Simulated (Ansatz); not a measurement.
**CaTiO3: response to strain**

Start from CaTiO$_{3}$ in the cubic perovskite structure (space group Pm-3m, No. 221; a = 3.841 Å; a model cell). Axes: x, y, z lie along the cube axes.

Strains are applied to the cell and any free atomic positions relax; under biaxial strain the out-of-plane vector relaxes too.

Method: DFT with PBEsol, PAW potentials and a 420 eV plane-wave cutoff in Ansatz (a first-principles code), no spin-orbit coupling.

Notes on the quantities. pressure: mean of the normal stresses, compression positive; energy relative to the base: free energy F.

```tsv
case	pressure	energy relative to the base	band gap	space group	smallest direct gap
base	0.00 GPa	0 meV/atom	1.89 eV	Pm-3m (No. 221)	2.33 eV
biaxial strain +0.93 %, plane normal [001], relaxed out of plane	-2.43 GPa	+2.4 meV/atom	1.84 eV	P4/mmm (No. 123)	2.29 eV
tensor shear ε_yz = +3.94 %	0.38 GPa	…	1.64 eV	Cmmm (No. 65)	1.90 eV
tensor shear ε_xy = −2.28 %	0.13 GPa	+7.2 meV/atom	1.77 eV	Cmmm (No. 65)	…
```

**Question.** What belongs in the blanks?

**Answer.** 
- tensor shear ε_yz = +3.94 %, energy relative to the base: +22 meV/atom
- tensor shear ε_xy = −2.28 %, smallest direct gap: 2.11 eV

Stability against distortions was not tested. All final runs are without spin polarisation. Many cubic perovskites are stable only at high temperature; tilts and polar distortions were not tested.
